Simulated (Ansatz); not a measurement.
## MoS2 with two functionals, pressure −2 GPa

Consider MoS$_{2}$ in the 2H-MoS2 type structure (space group P6_3/mmc, No. 194; a = 3.1494 Å, c = 12.0915 Å; layered, stacked along the Cartesian z axis).

(Cell as relaxed with PBE-D3(BJ).)

Levels (all Ansatz, a quantum-chemistry and plane-wave program, PAW, earlier PAW set): PBE-D3(BJ) (420 eV, no spin-orbit coupling); PBEsol-D3(BJ) (420 eV, no spin-orbit coupling).

Each level relaxes its own structure.

```
base                 PBE-D3(BJ)  PBEsol-D3(BJ)
-------------------  ----------  -------------
volume per atom        17.31 Å³       16.34 Å³
lattice parameter a     3.149 Å        3.109 Å
band gap                0.78 eV        0.52 eV
```

The change: hydrostatic tension (pressure −2 GPa).

```json
[
 {"quantity": "smallest direct gap", "PBE-D3(BJ)": "1.67 eV", "PBEsol-D3(BJ)": "…"},
 {"quantity": "shortest interatomic distance", "PBE-D3(BJ)": "2.407 Å", "PBEsol-D3(BJ)": "…"},
 {"quantity": "band gap", "PBE-D3(BJ)": "1.04 eV", "PBEsol-D3(BJ)": "…"},
 {"quantity": "shift of the gap caused by the change", "PBE-D3(BJ)": "+0.26 eV", "PBEsol-D3(BJ)": "…"}
]
```

What does PBEsol-D3(BJ) give?


- smallest direct gap, PBEsol-D3(BJ): 1.76 eV
- shortest interatomic distance, PBEsol-D3(BJ): 2.387 Å
- band gap, PBEsol-D3(BJ): 0.69 eV
- shift of the gap caused by the change, PBEsol-D3(BJ): +0.16 eV

PBE-D3(BJ)'s smallest direct gap lies 0.09 eV below PBEsol-D3(BJ)'s; PBE-D3(BJ)'s shortest interatomic distance lies 0.0207 Å above PBEsol-D3(BJ)'s (0.9 %); PBE-D3(BJ)'s band gap lies 0.35 eV above PBEsol-D3(BJ)'s; PBE-D3(BJ)'s shift of the gap caused by the change lies 0.10 eV above PBEsol-D3(BJ)'s. Neither level is exact; PBEsol-D3(BJ) is the comparison here, not a measurement.

Load acts through the strain it causes; cell and atoms are relaxed under it. Whether these cells are dynamically stable was not tested.
